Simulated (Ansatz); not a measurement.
Base system: CoSi$_{2}$ (space group Fm-3m, No. 225; a = 5.361 Å; not spin-polarised; relaxed with 0.1 eV smearing).

(Cell as relaxed with PBE.)

Levels (all Ansatz, a first-principles code, PAW, earlier PAW set): PBE (420 eV, no spin-orbit coupling); r2SCAN (500 eV, spin-orbit coupling left out).

Each level relaxes its own structure.

```csv
base,PBE,r2SCAN
volume per atom,12.84 Å³,12.51 Å³
lattice parameter a,5.361 Å,5.315 Å
band gap,zero,zero
```

Perturbation: an isotropic linear strain of +2.27 %, atoms relaxed at fixed cell.

| quantity | PBE | r2SCAN |
|---|---|---|
| pressure | -10.2 GPa | -11.4 GPa |
| energy relative to the base (free energy F) | +31 meV/atom | +33 meV/atom |

PBE's pressure lies 1.14 GPa above r2SCAN's; PBE's energy relative to the base lies 2.4 meV/atom below r2SCAN's. Neither level is exact; r2SCAN is the comparison here, not a measurement.

Whether these cells are dynamically stable was not tested. Starting moments died away, wholly or in part, for the base; another magnetic solution may exist. The final runs are not spin-polarised. An odd electron count without spin: CoSi2.
